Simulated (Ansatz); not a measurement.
Start from ZnCu in the CsCl type structure (space group Pm-3m, No. 221; relaxed with 0.1 eV smearing).

```
ZnCu
1.0
    2.90849     0.00000     0.00000
    0.00000     2.90849     0.00000
    0.00000     0.00000     2.90849
Zn Cu
1 1
Direct
  0.00000   0.00000   0.00000
  0.50000   0.50000   0.50000
```

Calculations: PBEsol (Ansatz, a first-principles code, PAW, no spin-orbit coupling).

For the base:

| Property | Result |
|---|---|
| Pressure | 0.0 GPa |

Now apply this change: every lattice vector is shortened by 5.54 %; the atoms relax in the strained cell.

Q: What does the calculation give for the pressure and energy relative to the base after the change?

A: The pressure goes from zero to 35.7 GPa; the energy increases by 182 meV/atom.

Stability against distortions was not tested. All final runs are without spin polarisation.
